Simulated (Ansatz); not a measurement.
Start from ZnSe in the zinc blende structure (space group F-43m, No. 216; a = 5.5675 Å). Axes: x, y, z lie along the cube axes.

Calculations: LDA (Ansatz, a program for electronic structure), scalar-relativistic without spin-orbit coupling.

Modification: a pure shear with ε_xy = ε_yx = 0.0057, atoms relaxed at fixed cell.

Task: Predict the stress tensor and what it implies for the stiffness.

Result: Stress of the strained cell less that of the base (GPa, compression positive):
```
   0.00   -0.49    0.00
  -0.49    0.00    0.00
   0.00    0.00    0.00
```

Then −Δσ/γ with γ = 2ε = 0.0114 gives relaxed-ion elastic constants: C66 ≈ 43 GPa.

Whether these cells are dynamically stable was not tested.
